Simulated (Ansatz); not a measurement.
Inside the gap of an insulator the Bloch states are evanescent, with a wavenumber k + iκ along the transport direction.

Data:

```yaml
crystal:
  lattice:
    - [4.08580, 0.00000, 0.00000]
    - [-2.04290, 3.53840, 0.00000]
    - [2.04290, -1.17947, 3.33604]
  atoms:
    - { symbol: Zn, position: [0.00000, 0.00000, 0.00000] }
    - { symbol: Se, position: [0.75000, 0.25000, 0.75000] }
```

The cell is strained (all lengths scaled by 1.02); by r2SCAN it stands under a pressure of -3.4 GPa.

Transport runs along the normal of the first two printed cell vectors, the (111) plane of the conventional cell.

The gap is the functional's own. No spin-orbit coupling. Mid-gap values are those at the computed energy nearest the middle.

Give the band gap and the smallest decay constant κ at mid-gap that r2SCAN (Ansatz, a quantum-chemistry and plane-wave program) yields.

Gap 1.62 eV on a 10×10×10 mesh; κ = 0.106 1/Å, at the zone centre.
